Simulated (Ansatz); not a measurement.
The parent structure is Zn in the hcp (Mg type) structure (space group P6_3/mmc, No. 194; a = 2.613 Å, c = 4.781 Å; relaxed with 0.1 eV smearing). Axes: x lies along a and z along c of the hexagonal cell.

All numbers come from Kohn–Sham DFT with the PBEsol functional, run in Ansatz (a program for electronic structure) with PAW and 420 eV plane waves, spin-orbit coupling left out.

Base values:

The pressure is 0.0 GPa.

Now apply this change: the cell is compressed by 1.50 % along x with no lateral relaxation, atoms relaxed at fixed cell.

**Question.** Predict the new pressure.

**Answer.** The pressure (mean of the normal stresses, compression positive) goes from zero to 1.7 GPa.

**Question.** What does the calculation give for the energy relative to the base after the change?

**Answer.** The energy goes up by 2.2 meV/atom.

The cells carry an imposed strain or load. Whether these cells are dynamically stable was not tested.
